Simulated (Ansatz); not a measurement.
Start from MgO in the rock salt structure (space group Fm-3m, No. 225; a = 4.2076 Å). Axes: x, y, z lie along the cube axes.

The values are results of r2SCAN in Ansatz (plane waves to 500 eV, PAW, no SOC), earlier PAW set, not measurements.

Base values:

| Item | Result |
|---|---|
| Pressure | 0.00 GPa |
| Band gap | 5.68 eV |
| Valence-band top at Γ | 0.00, 0.00, 0.00 eV |

Now apply this change: biaxial strain +2.82 %, plane normal [001], relaxed out of plane (Cartesian); in-plane vectors clamped, the third vector and the atoms free.

How does this affect the pressure, band gap, out-of-plane strain and valence-band top at Γ?

The pressure (mean of the normal stresses, compression positive) goes from zero to -5.46 GPa; the band gap shrinks by 0.44 eV, from 5.68 eV to 5.24 eV; the out-of-plane strain amounts to -1.60 %; the valence-band top at Γ (three highest levels, from the VBM) goes from 0.00, 0.00, 0.00 eV to 0.00, 0.00, -0.11 eV.

Stability against distortions was not tested.

Ansatz is a program for electronic structure.
